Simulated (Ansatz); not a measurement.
The reference is BaTiO3 in the cubic perovskite structure (space group Pm-3m, No. 221; a = 3.970 Å).

One thing is altered: every Ba is replaced by Sr; the structure is relaxed again.

Levels (all Ansatz, a quantum-chemistry and plane-wave program, PAW): PBEsol (420 eV, without spin-orbit coupling); HSE06 (420 eV, spin-orbit coupling left out).

The geometry is relaxed with PBEsol.

- PBEsol lowest conduction level above the VBM at special points = Γ 1.85 eV; X 2.03 eV; M 3.87 eV

### Question
How does going to HSE06 change the lowest conduction level above the VBM at special points?

### Answer
The lowest conduction level above the VBM at special points becomes Γ 3.37 eV; X 3.56 eV; M 5.54 eV (PBEsol: Γ 1.85 eV; X 2.03 eV; M 3.87 eV).

Single points use the geometry relaxed with PBEsol. HSE06 was sampled on its mesh, a few special points and the semilocal edge points, so its gap is an upper bound. The levels and masses belong to the bands next to the band gap. Whether these cells are dynamically stable was not tested. All final runs are without spin polarisation. Many cubic perovskites are stable only at high temperature; tilts and polar distortions were not tested. This is not the structure that BaTiO3 has at room temperature and ambient pressure.
